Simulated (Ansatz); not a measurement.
Functionals compared on a O vacancy (middle of the slab) in a 2x1 cell of the 1x1 (100) surface of monoclinic HfO2 (cut with top plane 2 O), in Ansatz (plane waves, PAW). The structure was relaxed with PBE; the other rows are single points on it, each with its references at the same level. Cutoff 420 eV (500 eV for r2SCAN). The points keep PBE's geometry, so the relaxation of a polaron and the settling of charge on one site are left out. HSE06 used the coarser mesh 2x3x1.

Host crystal: monoclinic HfO2, with a band gap (PBE, scalar-relativistic without spin-orbit coupling).

Model: 47-atom slab, 9.3 Å thick at the start (thin: gaps and levels are the slab's own), 2x4x1 mesh, Fermi-Dirac 0.01 eV, dipole correction, 4 atoms held, the rest relaxed; no symmetry held; spin-polarised from one start with parallel moments (other orders not tried), no spin-orbit, no U. The starting moment vanished. These notes are the PBE run's. r2SCAN: The program's check for a lower electronic state was not made. HSE06: The program's check for a lower electronic state was not made.

A dash marks a value that is undefined for that row or was read on another mesh.

```tsv
functional	formation energy (eV)	gap of the slab on its k-mesh (eV)	highest filled level below the top vacuum level (eV)	magnetic moment of the cell (μB)
PBE	6.28	1.10	4.77	0.00
r2SCAN	[?]	[?]	[?]	0.00
HSE06	6.58	–	–	0.00
```

Problem. Complete the blanks.

Solution. 
- r2SCAN, formation energy (eV): 6.84
- r2SCAN, gap of the slab on its k-mesh (eV): 1.40
- r2SCAN, highest filled level below the top vacuum level (eV): 4.95

Ansatz is a program for electronic structure.
